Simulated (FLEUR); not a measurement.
Input and output of a self-consistent single point for PtSe2 (P-3m1, 3 atoms in the cell) (FLEUR).

Method: PBE, all-electron FLAPW (FLEUR), scalar-relativistic valence.

The change in words: lattice scaled by 0.98. Reference geometry:
```
CELL_PARAMETERS angstrom
      1.81875    -3.15016     0.00000
      1.81875     3.15016     0.00000
      0.00000     0.00000     4.95402
ATOMIC_POSITIONS crystal
  Pt 0.00000 0.00000 0.00000
  Se 0.33333 0.66667 0.25500
  Se 0.66667 0.33333 0.74500
```

Reference input (self-consistent single point, DFT, PBE, all-electron FLAPW (FLEUR), scalar-relativistic valence): Kmax = 3.7 1/bohr; GmaxXC = 13 1/bohr; xcFunctional = pbe; jspins = 1; l_soc = F; mode = hist; fermiSmearingEnergy = 0.00073499 Htr; mesh (inpgen div1-3) = 8 8 5; inpgen gamma flag = true; Gmax = 13 1/bohr; numbands = 0; maxIterBroyd = 99. This run's input differs from it in these lines:

```diff
@@ -3,5 +3,5 @@
 &input film=f /
-3.4369356413 -5.9529471530 0.0000000000
-3.4369356413 5.9529471530 0.0000000000
-0.0000000000 0.0000000000 9.3617334570
+3.3681970434 -5.8338884090 0.0000000000
+3.3681970434 5.8338884090 0.0000000000
+0.0000000000 0.0000000000 9.1744993926
 1.0
@@ -44,5 +44,5 @@
          <bravaisMatrix>
-            <row-1>    3.4369356412999998    -5.9529471530000002     0.0000000000000000</row-1>
-            <row-2>    3.4369356412999998     5.9529471530000002     0.0000000000000000</row-2>
-            <row-3>    0.0000000000000000     0.0000000000000000     9.3617334569999997</row-3>
+            <row-1>    3.3681970433999999    -5.8338884090000001     0.0000000000000000</row-1>
+            <row-2>    3.3681970433999999     5.8338884090000001     0.0000000000000000</row-2>
+            <row-3>    0.0000000000000000     0.0000000000000000     9.1744993925999996</row-3>
          </bravaisMatrix>
```

The program printed (abridged):

```
 Iteration:     1   Distance:      15.31926628 me/bohr^3
 Iteration:     2   Distance:      13.32616201 me/bohr^3
 Iteration:     3   Distance:       6.44370869 me/bohr^3
 Iteration:     4   Distance:       3.43943551 me/bohr^3
 Iteration:     5   Distance:       1.97793937 me/bohr^3
   [... 7 lines left out ...]
 Iteration:    13   Distance:       0.00116159 me/bohr^3
 Iteration:    14   Distance:       0.00032559 me/bohr^3
 Iteration:    15   Distance:       0.00013380 me/bohr^3
 Iteration:    16   Distance:       0.00000958 me/bohr^3
 Reset of history
 Run finished successfully
 Stop message:
   Structural relaxation: new displacements generated

[file out, last iteration]
             iter=     17
[...]
          total density-effective poten   -4.0220262765E+04
          total charge density-energy d   -5.3362214823E+02
 Updated energy parameters for spin:           1
[...]
 fermi energy and band-weighting factors:

[...]
FERMIE:
          first approx. to ef    (T=0)  :   0.441459 htr   (energy of the highest occ. eigenvalue)
          number of occ. states  (T=0)  :        960
          first approx. to seigv (T=0)  : -32.375675 htr
          sum of weights of occ. states :  24.015625
          sum of semicore charge        :   0.000000 e
FERHIS:  Fermi-Energy by histogram:
          bandgap                     :   0.000243 htr
   [... lines left out ...]
          charge neutrality (T=0)     :   0.031250    (zero if the highest occ. eigenvalue is "entirely" occupied)
     EF_NEWTON:  Adjust Fermi-Energy by Newton-Method.
 Direct bandgap for spin            1 :    1.0614056838081531E-002  Htr
 ---->    free energy=                    -23307.1840124708 htr
   [... lines left out ...]
      extrapolation for T->0
 ---->    total electron energy=          -23307.1839920069 htr
 ***** TOTAL FORCES ON ATOMS *****
 TOTAL FORCE FOR ATOM TYPE=  1  X=  0.000   Y=  0.000   Z=  0.000
                       FX_TOT= 0.000000 FY_TOT= 0.000000 FZ_TOT= 0.000000
 TOTAL FORCE FOR ATOM TYPE=  2  X=  0.000   Y= -3.889   Z=  2.339
                       FX_TOT= 0.000000 FY_TOT= 0.000000 FZ_TOT= 0.044982
```

The run converged in 16 iterations. FLEUR gives forces in its relaxation mode, with a further iteration, so its stop message speaks of a relaxation. Against the reference run the free energy rises by 174 meV/atom and the largest force goes from 1.288 to 2.313 eV/Å.

The starting cell has typed, rounded lattice constants, without a prior relaxation at this level. Its lattice was rescaled by a random factor within 2.5 % of one. For this run, on top of that: lattice scaled by 0.98. Spin-orbit coupling is off. Spin polarisation is off. Values depend on the basis (sphere radii, cutoffs, local orbitals), which need not be converged. Forces in this geometry exceed 1 eV/Å. The log's line on a gap gives a spacing of levels on this mesh, which the program prints for metals too.

Cost on one core of a shared machine: roughly 40 s.
